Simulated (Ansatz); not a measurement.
Base system: MnO in the rock salt structure (space group Fm-3m, No. 225; a = 4.3351 Å; ferromagnetic).

Calculations: PBEsol/PAW in Ansatz (a program for electronic structure), no spin-orbit coupling.

Base values:

- Largest site moment = 3.80 μB
- Shortest interatomic distance = 2.168 Å
- Density = 5.78 g/cm³

Perturbation: a negative pressure, −2 GPa.

### Question
Estimate the effect on the largest site moment.

### Answer
The largest site moment increases by 0.055 μB to 3.86 μB.

### Question
Estimate the effect on the shortest interatomic distance.

### Answer
The shortest interatomic distance rises by 0.013 Å, from 2.168 Å to 2.181 Å.

### Question
How does this affect the density?

### Answer
The density falls by 0.10 g/cm³, from 5.78 g/cm³ to 5.68 g/cm³.

Load acts through the strain it causes; cell and atoms are relaxed under it. Stability against distortions was not tested. No Hubbard U is applied and the magnetic state is the run's own (MnO ferromagnetic); small cells can't hold the antiferromagnetic order that many such compounds have, so gaps and moments can be off. In its common phase, real MnO is an antiferromagnetic insulator at low temperature.
